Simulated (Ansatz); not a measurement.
Method: PBE (plane waves to 420 eV, PAW; Ansatz, an electronic-structure program).

Plane-averaged electrostatic potential energy along the normal, in eV from the Fermi level, for a constructed model of the (111) surface of fcc Pt, a pseudomorphic layer of Ga in the host's stacking (bottom of the slab: a bare face, its two planes held):

```
z (Å)  V (eV)
-----  ------
3.89     5.66
4.17     5.66
4.44     5.66
4.72     5.66
5.00     5.66
5.28     5.65
5.56     5.62
5.83     5.57
6.11     5.46
6.39     5.21
6.67     4.67
6.94     3.44
7.22     0.58
7.50    -6.66
7.78   -16.19
8.06   -22.50
8.33   -22.44
8.61   -16.11
8.89    -6.84
9.17    -0.63
9.44    -0.25
9.72    -5.32
10.00  -14.51
10.28  -21.76
10.56  -23.34
10.83  -18.45
11.11   -9.54
11.39   -1.96
11.67   -0.23
11.94   -3.84
12.22  -12.60
12.50  -20.65
12.78  -23.59
13.06  -20.00
13.33  -11.61
13.61   -3.14
13.89   -0.13
14.17   -2.39
14.44  -10.38
14.72  -19.11
15.00  -23.47
15.28  -21.31
15.56  -13.70
15.83   -4.63
16.11   -0.12
16.39   -0.88
16.67   -7.35
16.94  -16.58
17.22  -22.72
17.50  -22.63
17.78  -16.36
18.06   -7.08
18.33   -0.61
18.61    0.41
18.89   -3.12
19.17  -11.79
19.44  -20.16
19.72  -23.63
20.00  -20.50
20.28  -12.41
20.56   -3.98
20.83   -0.94
21.11   -2.90
21.39   -6.78
21.67   -9.30
21.94   -9.94
22.22   -8.67
22.50   -5.51
22.78   -1.05
23.06    1.88
23.33    3.26
23.61    3.94
23.89    4.26
24.17    4.42
24.44    4.49
24.72    4.52
25.00    4.54
25.28    4.55
25.56    4.55
25.83    4.55
26.11    4.55
26.39    4.56
```

Set-up: 7 atoms, 13.6 Å thick at the start; mesh 15x15x1; 0.1 eV smearing; dipole correction on; 2 atoms held, the rest relaxed; symmetry of the start imposed; no spin, no spin-orbit, no U. In PBE it is, or lies within 0.01 eV a 1x1 cell of, the lowest of the 2 structures of its composition computed so far; larger cells were not tried.

**Question.** The surface cell has an area of 6.82 Å². What dipole along the normal does the step between the two vacuum levels imply?

**Answer.** the top vacuum level lies 1.11 eV below the bottom one; p = −ε₀ A ΔV (ε₀ = 0.005526 e/(V·Å)) gives 0.04 e·Å a cell.
